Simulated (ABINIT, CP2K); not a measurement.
An ABINIT input for a self-consistent single point of AlN (F-43m, 2 atoms in the cell) (DFT, PBE, plane waves, norm-conserving pseudopotentials (PseudoDojo nc-sr-05 PBE standard)):

```
# AlN, PseudoDojo nc-sr-05 PBE standard
pp_dirpath "./"
pseudos "Al.upf, N.upf"
acell 3*1.0 Angstrom
rprim
         0.0000000000    2.1311120000    2.1311120000
         2.1311120000    0.0000000000    2.1311120000
         2.1311120000    2.1311120000    0.0000000000
natom 2
ntypat 2
znucl 13 7
typat 1 2
xcart
         0.0000000000    0.0000000000    0.0000000000
         6.0408270314    6.0408270314    6.0408270314
ecut 1143 eV
ixc 11
occopt 1
nband 7
kptopt 1
ngkpt 9 9 9
nshiftk 1
shiftk 0 0 0
nstep 50
tolvrs 1.0e-11
diemac 9
prtwf 0
prtden 0
prtvol 1
enunit 2
```

Q: Translate this input to CP2K.

A: One input that does it (others would too):

```
&GLOBAL
  PROJECT calc
  RUN_TYPE ENERGY_FORCE
  PRINT_LEVEL MEDIUM
&END GLOBAL
&FORCE_EVAL
  METHOD Quickstep
  STRESS_TENSOR ANALYTICAL
  &DFT
    BASIS_SET_FILE_NAME BASIS_MOLOPT
    POTENTIAL_FILE_NAME GTH_POTENTIALS
    &QS
      METHOD GPW
      EPS_DEFAULT 1E-11
    &END QS
    &MGRID
      CUTOFF 400
      REL_CUTOFF 60
      NGRIDS 5
    &END MGRID
    &SCF
      SCF_GUESS ATOMIC
      EPS_SCF 1E-6
      MAX_SCF 100
      ADDED_MOS 4
      &DIAGONALIZATION
        ALGORITHM STANDARD
      &END DIAGONALIZATION
      &MIXING
        METHOD BROYDEN_MIXING
        ALPHA 0.4
        NBUFFER 8
        BETA 1
      &END MIXING
    &END SCF
    &KPOINTS
      SCHEME MONKHORST-PACK 9 9 9
    &END KPOINTS
    &XC
      &XC_FUNCTIONAL PBE
      &END XC_FUNCTIONAL
    &END XC
    &PRINT
      &MO
        EIGENVALUES T
        OCCUPATION_NUMBERS T
        NDIGITS 8
        FILENAME mo
        &EACH
          QS_SCF 0
        &END EACH
        ADD_LAST NUMERIC
      &END MO
      &MULLIKEN ON
      &END MULLIKEN
    &END PRINT
  &END DFT
  &SUBSYS
    &CELL
      A 3.01384700 0.00000000 0.00000000
      B 1.50692400 2.61006800 0.00000000
      C 1.50692400 0.87002300 2.46079600
      PERIODIC XYZ
    &END CELL
    &COORD
      SCALED
      Al       0.00000000     0.00000000     0.00000000
      N        0.75000000     0.75000000     0.75000000
    &END COORD
    &KIND Al
      BASIS_SET DZVP-MOLOPT-SR-GTH-q3
      POTENTIAL GTH-PBE-q3
    &END KIND
    &KIND N
      BASIS_SET DZVP-MOLOPT-SR-GTH-q5
      POTENTIAL GTH-PBE-q5
    &END KIND
  &END SUBSYS
  &PRINT
    &FORCES ON
    &END FORCES
    &STRESS_TENSOR ON
    &END STRESS_TENSOR
  &END PRINT
&END FORCE_EVAL
```

Basis, cutoffs, solver keys and any potentials are the target program's own. This input uses DFT PBE, GPW, DZVP-MOLOPT-SR-GTH basis, GTH-PBE potentials (GTH_POTENTIALS). Both were run: pressure 22.30 GPa in ABINIT and 21.56 in CP2K; gap on the mesh 3.558 eV in ABINIT and 3.558 in CP2K.

On ABINIT: the starting cell comes from a database of computed structures (which also holds hypothetical and non-ambient phases and stackings), without a prior relaxation at this level. Its lattice was rescaled by a random factor within 2.5 % of one. For this run, on top of that: lattice scaled by 0.98. With a pressure of about 22 GPa the cell is away from its equilibrium volume at this level.

On CP2K: the starting cell comes from a database of computed structures (which also holds hypothetical and non-ambient phases and stackings), without a prior relaxation at this level. Its lattice was rescaled by a random factor within 2.5 % of one. For this run, on top of that: lattice scaled by 0.98. Values carry the incompleteness of an atom-centred basis. With a pressure of about 22 GPa the cell is away from its equilibrium volume at this level.
